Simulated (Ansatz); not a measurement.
Base system: TiO2 in the anatase structure (space group I4_1/amd, No. 141; a = 3.7393 Å, c = 9.4551 Å).

Calculations: Ansatz (a quantum-chemistry and plane-wave program), LDA, PAW, cutoff 420 eV, without spin-orbit coupling.

Base values:

```
Property                          Value
-----------------------------  --------
Pressure                       0.00 GPa
Band gap                        2.08 eV
Width of the top valence band   0.86 eV
```

One thing is altered: every lattice vector is shortened by 1.20 %; the atoms relax in the strained cell.

### Question
Estimate the effect on the pressure, largest internal atomic displacement, band gap and width of the top valence band.

### Answer
The pressure (mean of the normal stresses, compression positive) goes from zero to 8.50 GPa; the largest internal atomic displacement comes out as 0.012 Å; the band gap increases by 0.03 eV to 2.11 eV; the width of the top valence band rises by 0.07 eV to 0.93 eV.

Whether these cells are dynamically stable was not tested. The final runs are not spin-polarised.
